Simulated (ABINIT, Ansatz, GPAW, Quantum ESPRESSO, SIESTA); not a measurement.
# One structure in several programs: TiAl (P4/mmm, 2 atoms in the cell)

Self-consistent single point.

```
TiAl
1.0
    2.77618     0.00000     0.00000
    0.00000     2.77618     0.00000
    0.00000     0.00000     4.01640
Ti Al
1 1
Direct
  0.50000   0.50000   0.50000
  0.00000   0.00000   0.00000
```

Shared settings, as Ansatz (a first-principles code) writes them: kpoints.mp_grid.grid = 5 5 3; scf.occupations.method = fermi_dirac; scf.occupations.width = 0.1 eV. Potentials and cutoffs stand in the table.

```
code                                                                                                                                model  pressure (GPa)       cutoff
----------------  -----------------------------------------------------------------------------------------------------------------------  --------------  -----------
ABINIT                                                           PBE, norm-conserving pseudopotentials (PseudoDojo nc-sr-05 PBE standard)            6.44        84 Ry
Quantum ESPRESSO                                                                        PBE, SSSP 1.1.2 efficiency (PBE) pseudopotentials            6.59        50 Ry
GPAW                                                                                         PBE, GPAW PAW datasets PBE (gpaw-data 1.0.1)            6.82       800 eV
SIESTA            GGA PBE, numerical atomic orbitals TZP, PseudoDojo PBE standard norm-conserving potentials (rewritten from UPF to PSML)            6.66  grid 400 Ry
Ansatz                                                                                                                     PBE, PAW files            6.53      default
```

On Ansatz's run: spin polarisation is off.

The spread over the programs that give each value: pressure within 0.38 GPa.

SIESTA uses small atom-centred bases, whose incompleteness enters pressures, forces and empty levels differently from a plane-wave cutoff. Ansatz's pressure is given at a fixed set of plane waves, as the other plane-wave codes print theirs; with its correction for the finite basis it is 6.57 GPa.

On the base mesh (12 12 8) the same programs gave: Ansatz pressure 5.97 GPa; Quantum ESPRESSO pressure 6.04 GPa; ABINIT pressure 5.90 GPa; GPAW pressure 6.27 GPa; SIESTA pressure 6.11 GPa.

The values differ from the base mesh's, so the mesh still matters here: the table compares the programs at equal settings.

The starting cell comes from a database of computed structures (which also holds hypothetical and non-ambient phases and stackings), without a prior relaxation at this level. Its lattice was rescaled by a random factor within 2.5 % of one.

Left out of this page: CP2K (on another mesh); FLEUR (not drawn, or without a comparable value).

Keys are those of Ansatz 0.2.
